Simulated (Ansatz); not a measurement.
## CuI: pressure series

Take CuI in the zinc blende structure (space group F-43m, No. 216; a = 5.862 Å) as the base.

Cell and atoms are relaxed at each pressure.

The values are results of LDA/PAW in Ansatz (an electronic-structure program), scalar-relativistic without spin-orbit coupling, not measurements.

Candidates:
(a) pressure 15 GPa
(b) pressure 30 GPa
(c) pressure 0.9 GPa

Base values:

| Quantity | Value |
|---|---|
| Band gap | 1.22 eV |

**Question.** Order them by band gap, lowest first.

**Answer.** (c) pressure 0.9 GPa (1.27 eV), (b) pressure 30 GPa (1.73 eV), (a) pressure 15 GPa (1.81 eV)

Spin-orbit coupling, missing from the scalar runs, can matter with I. Load acts through the strain it causes; cell and atoms are relaxed under it. Stability against distortions was not tested. Tetrahedral semiconductors of this kind turn to denser phases somewhere between about 1 and 50 GPa; those were not computed, so compressed cells here can lie past the real transition. The final runs are not spin-polarised.
